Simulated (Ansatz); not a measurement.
Equilibrium lattice constant a of SnGe3 (I4/mmm, No. 139; start mp-979254) at several levels of theory

No measured value is used here.

```json
[
 {"level (code)": "LDA (Ansatz)", "value (Å)": "4.259"},
 {"level (code)": "PBE (Ansatz)", "value (Å)": "4.397"},
 {"level (code)": "PBEsol (Ansatz)", "value (Å)": "4.299"}
]
```

LDA, PBE, PBEsol: the relaxation could not lower the start's symmetry, so the cell can be a saddle point above a distorted one. Ansatz's density-functional and Hartree–Fock values are scalar-relativistic unless marked +SOC, with PAW data made under PBE.

A start named mp-… is a Materials Project structure, which can be a computed phase never made.

Ansatz is a quantum-chemistry and plane-wave program.
